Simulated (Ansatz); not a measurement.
**Effect of strain tensor (xx, yy, zz, yz, xz, xy) = (+0.22, −0.20, −0.10, −1.61, +1.07, +0.11) % on TiB2**

Start from TiB$_{2}$ (space group P6/mmm, No. 191; a = 3.0173 Å, c = 3.1849 Å). Axes: x lies along a and z along c of the hexagonal cell.

One thing is altered: strain tensor (xx, yy, zz, yz, xz, xy) = (+0.22, −0.20, −0.10, −1.61, +1.07, +0.11) %, atoms relaxed at fixed cell.

Calculations: PBEsol in Ansatz (plane waves to 420 eV, PAW, no spin-orbit coupling), earlier PAW set. Settings: 13×13×10 k-points, 0.05 eV Fermi–Dirac smearing.

- Space group = P-1 (No. 2) (base P6/mmm (No. 191))
- Shortest interatomic distance = 1.740 Å (base 1.742 Å)
- Energy relative to the base (free energy F) = +11 meV/atom
- Pressure (mean of the normal stresses, compression positive) = 0.7 GPa (base 0.0 GPa)
- Band gap = zero (base zero)
- Stress (xx, yy, zz, yz, xz, xy; compression positive) = (-1.0, 1.8, 1.2, 9.0, -5.9, -0.9) GPa (rough)

Final structure:

```
CELL_PARAMETERS angstrom
      3.02392     0.00317     0.03228
     -1.50922     2.60623    -0.05821
      0.03408    -0.05128     3.18176
ATOMIC_POSITIONS crystal
  Ti 0.00000 0.00000 0.00000
  B  0.33326 0.66653 0.50002
  B  0.66674 0.33347 0.49998
```

A case with no gap was solved on a k-mesh chosen for an insulator, which is coarse for it. Without a gap, meshes like the base's 13×13×10 leave anisotropic stresses uncertain by several tenths of a GPa, and small strain energies with them. No phonon test of stability was made. All final runs are without spin polarisation.

Ansatz is a first-principles code.
